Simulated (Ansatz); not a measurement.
We consider BeSe (model structure, started from the CsCl type, Pm-3m, No. 221, 2 atoms in the cell), described by PBEsol (PAW; Ansatz, a first-principles code).

Numerical settings: plane-wave cutoff 520 eV, 20×20×20 k mesh, Fermi–Dirac smearing 0.05 eV, scalar-relativistic PAW data made under PBE.

Cell (relaxed at this level):

```cif
data_BeSe
_chemical_formula_sum 'Be1 Se1'
_space_group_name_H-M_alt 'P 1'
_space_group_IT_number 1
_cell_length_a 3.06727
_cell_length_b 3.06727
_cell_length_c 3.06727
_cell_angle_alpha 90.000
_cell_angle_beta 90.000
_cell_angle_gamma 90.000
loop_
_space_group_symop_operation_xyz
  'x, y, z'
loop_
_atom_site_label
_atom_site_type_symbol
_atom_site_fract_x
_atom_site_fract_y
_atom_site_fract_z
_atom_site_occupancy
Be1 Be 0.00000 0.00000 0.00000 1
Se1 Se 0.50000 0.50000 0.50000 1
```

Problem. What does this level give for the bulk modulus B0?

Solution. 
* **bulk modulus B0**: 81.8 GPa

The run finds no gap.

Note: the bulk modulus is −V dP/dV from two relaxed cells at ±2 % in volume; the relaxation could raise the start's symmetry but not lower it, so the cell can be a saddle point.

Computing time: about 40 core-seconds (a rough figure).

A model structure was made by putting elements into a prototype or built by hand; it is no filed structure, need not be a known phase, and can be a saddle point held by its symmetry.
